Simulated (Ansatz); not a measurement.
# HfS2: thickness series

Take HfS$_{2}$ in the CdI2 type structure (space group P-3m1, No. 164; a = 3.606 Å, c = 5.768 Å; layered, stacked along the Cartesian z axis) as the base.

Free-standing slabs (3 atom(s) a layer) normal to the stacking axis with 15 Å of vacuum; in-plane cell relaxed.

Calculations: PBE-D3(BJ) in Ansatz (plane waves to 420 eV, PAW, spin-orbit coupling left out).

Candidates:
(a) 3 layers
(b) 1 layer
(c) 2 layers

Base values:

The smallest direct gap is 1.81 eV.

Order them by smallest direct gap, highest first.

(b) 1 layer (2.06 eV), (c) 2 layers (2.00 eV), (a) 3 layers (1.91 eV)

With Hf present, leaving out spin-orbit coupling can change the band edges. No phonon test of stability was made.

Ansatz is an electronic-structure program.
